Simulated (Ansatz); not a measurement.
Results of LDA (Ansatz, a first-principles code, PAW) for AlPO4 (I-4, No. 82; cell taken from a computed entry).

Settings: plane-wave cutoff 500 eV, 12×12×12 k mesh, gaussian smearing 0.02 eV, scalar-relativistic PAW data made under PBE.

Cell (relaxed at this level):

Space group I-4 (No. 82); a = b = 4.9752 Å, c = 7.3453 Å, α = β = γ = 90.00°

```
atom  site  symmetry       x       y       z
----  ----  --------  ------  ------  ------
Al      2a      -4..  0.0000  0.0000  0.0000
P       2c      -4..  0.0000  0.5000  0.2500
O       8g         1  0.1010  0.2692  0.1320
```
(The calculation used a cell of 6 atoms; values per cell refer to that cell.)

Q: Predict the band gap.

A: 
- band gap: 5.72 eV (on the SCF k mesh)

Note: the relaxation could not lower the start's symmetry, so the cell can be a saddle point above a distorted one.

The result took around 4 core-minutes (rough).
